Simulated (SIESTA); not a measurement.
A relaxation of the atoms of LaPb3 (P1, 4 atoms in the cell) with SIESTA.

Computed with GGA PBEsol, numerical atomic orbitals DZP, PseudoDojo PBEsol standard norm-conserving potentials (rewritten from UPF to PSML) run with SIESTA 5.4.2.

The change in words: atoms moved at random; MD.TypeOfRun: default → Broyden; MD.Steps: default → 40; MD.MaxForceTol: default → 0.03 eV/Ang. Reference geometry:
```xyz
4
Lattice="4.9060 0.0000 0.0000 0.0000 4.9060 0.0000 0.0000 0.0000 4.9060" Properties=species:S:1:pos:R:3 pbc="T T T"
La     0.0000     0.0000     0.0000
Pb     0.0000     2.4530     2.4530
Pb     2.4530     0.0000     2.4530
Pb     2.4530     2.4530     0.0000
```

Reference input (self-consistent single point, DFT, GGA PBEsol, numerical atomic orbitals DZP, PseudoDojo PBEsol standard norm-conserving potentials (rewritten from UPF to PSML)): XC.functional = GGA; XC.authors = PBEsol; potentials = PseudoDojo PBEsol standard; PAO.BasisSize = DZP; PAO.EnergyShift = 0.005 Ry; MeshCutoff = 350 Ry; kgrid.MonkhorstPack = 9 9 9; OccupationFunction = FD; ElectronicTemperature = 0.1 eV; MaxSCFIterations = 150; SCF.Mixer.Method = Broyden; SCF.Mixer.Weight = 0.1. This run's input differs from it in these lines:

```diff
@@ -18,6 +18,6 @@
 %block AtomicCoordinatesAndAtomicSpecies
-     0.000000000    0.000000000    0.000000000  1
-     0.000000000    0.500000000    0.500000000  2
-     0.500000000    0.000000000    0.500000000  2
-     0.500000000    0.500000000    0.000000000  2
+     0.001524000   -0.000228000   -0.012046000  1
+     0.003739000    0.504269000    0.499028000  2
+     0.511797000    0.004804000    0.501798000  2
+     0.482941000    0.491155000    0.011220000  2
 %endblock AtomicCoordinatesAndAtomicSpecies
@@ -43,2 +43,5 @@
 Diag.ParallelOverK           true
+MD.TypeOfRun                 Broyden
+MD.Steps                     40
+MD.MaxForceTol               0.03 eV/Ang
 WriteForces                  true
```

Output, abridged:

```
        iscf     Eharris(eV)        E_KS(eV)     FreeEng(eV)     dDmax    Ef(eV) dHmax(eV)
   scf:    1    -6642.259809    -6650.771895    -6650.836290  1.631166 -4.160263  2.310650
   scf:    2    -6651.009468    -6650.893720    -6650.957893  0.021346 -4.177615  1.912921
   scf:    3    -6651.292220    -6651.132164    -6651.196238  0.077905 -4.256246  0.685295
   scf:    4    -6651.175549    -6651.157539    -6651.222149  0.030774 -4.296014  0.118200
   scf:    5    -6651.158170    -6651.158046    -6651.222744  0.002869 -4.298736  0.003726
   scf:    6    -6651.158064    -6651.158055    -6651.222749  0.000303 -4.298789  0.004608
   scf:    7    -6651.158062    -6651.158059    -6651.222752  0.000391 -4.299118  0.002546
   scf:    8    -6651.158061    -6651.158060    -6651.222753  0.000157 -4.299230  0.001612
   scf:    9    -6651.158061    -6651.158061    -6651.222753  0.000084 -4.299287  0.001334
   scf:   10    -6651.158062    -6651.158061    -6651.222753  0.000081 -4.299313  0.000634
SCF Convergence by DM+H criterion
max |DM_out - DM_in|         :     0.0000807516
max |H_out - H_in|      (eV) :     0.0006336459
SCF cycle converged after 10 iterations

Using DM_out to compute the final energy and forces

siesta: E_KS(eV) =            -6651.1581

siesta: E_KS - E_eggbox =     -6651.1581

siesta: Atomic forces (eV/Ang):
     1   -0.122508   -0.070207    0.279416
     2   -0.093654   -0.044512   -0.063949
     3   -0.165610   -0.082978   -0.119962
     4    0.381952    0.200434   -0.096481
   Tot    0.000180    0.002737   -0.000976
   Max    0.381952
   Res    0.172464    sqrt( Sum f_i^2 / 3N )
   Max    0.381952    constrained

Stress tensor Voigt[x,y,z,yz,xz,xy] (kbar):       -8.33       -8.14       -8.40       -0.01       -0.23       -0.45
(Free)E + p*V (eV/cell)    -6650.6117
   [... lines left out ...]
outcell: Cell volume (Ang**3)        :    118.0817
        iscf     Eharris(eV)        E_KS(eV)     FreeEng(eV)     dDmax    Ef(eV) dHmax(eV)
siesta: FreeEng =     -6651.260998
   [... lines left out ...]
siesta:    -0.004042   -0.000006   -0.000006
siesta:    -0.000006   -0.004055    0.000002
siesta:    -0.000006    0.000002   -0.004072

siesta: Cell volume =        118.081709 Ang**3

siesta: Pressure (static):
siesta:                Solid            Molecule  Units
siesta:           0.00004418          0.00004471  Ry/Bohr**3
siesta:           0.00405635          0.00410544  eV/Ang**3
siesta:           6.49899672          6.57763481  kBar
```

The run converged. 

Summary of the result:
- Free energy E − TS: -6651.2610 eV
- Fermi level (on the code's own zero): -4.30 eV
- Pressure: 0.65 GPa
- Largest force (vector length): 0.031 eV/Å
- Relaxation steps: 5

The starting cell comes from a database of published, mostly measured structures (it also holds non-ambient and calculated ones), without a prior relaxation at this level. For this run, on top of that: atoms moved at random. Values carry the incompleteness of an atom-centred basis.

Cost on one core of a shared machine: roughly 4 min.
